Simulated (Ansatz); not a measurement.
# What Cd on a Pd site, symmetric start does to Pd

Take a 27-atom supercell of Pd in the fcc (Cu type) structure (space group Fm-3m, No. 225; a = 3.876 Å) at its relaxed geometry as the base.

One thing is altered: a neutral Cd on a Pd site, symmetric start, atoms relaxed at fixed cell.

Level of theory: PBEsol, PAW, 420 eV (Ansatz, a quantum-chemistry and plane-wave program; no spin-orbit coupling), earlier PAW set. k-mesh 5×5×5 (Γ-centred); smearing 0.05 eV (Fermi–Dirac).

```yaml
pressure: 1.6 GPa (base -0.2 GPa)
mean_distance_from_the_defect_site_to_its_nearest_host_atoms: 2.75 Å (base 2.74 Å)
```

Cost of the whole job for the changed cell (relaxation, final SCF and bands): roughly 5 core-minutes.

In so small a cell the defect repeats every few ångströms: this is an ordered compound, not a dilute defect. The defect started on the symmetric site and kept its symmetry, so it may sit on a saddle. All final runs are without spin polarisation. The defect cell is not spin-polarised.
